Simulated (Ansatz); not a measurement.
Start from SnO (space group P4/nmm, No. 129; a = 3.769 Å, c = 4.557 Å; layered, stacked along the Cartesian z axis; relaxed with 0.1 eV smearing).

Perturbation: every lattice vector is stretched by 3.43 %, atoms relaxed at fixed cell.

Levels (all Ansatz, a first-principles code, PAW): PBEsol-D3(BJ) (420 eV, spin-orbit coupling left out); r2SCAN (500 eV, no SOC); HSE06 (420 eV, scalar-relativistic without spin-orbit coupling).

At the geometry relaxed with PBEsol-D3(BJ), these levels gave the following band gaps, in shuffled order: (a) 0.50 eV, (b) 0.79 eV, (c) 0.30 eV.

Problem. Match each gap to its level.

Solution. (a) r2SCAN; (b) HSE06; (c) PBEsol-D3(BJ).

Single points use the geometry relaxed with PBEsol-D3(BJ). HSE06 was sampled on its mesh, a few special points and the semilocal edge points, so its gap is an upper bound. The cells carry an imposed strain or load. Stability against distortions was not tested. The final runs are not spin-polarised.
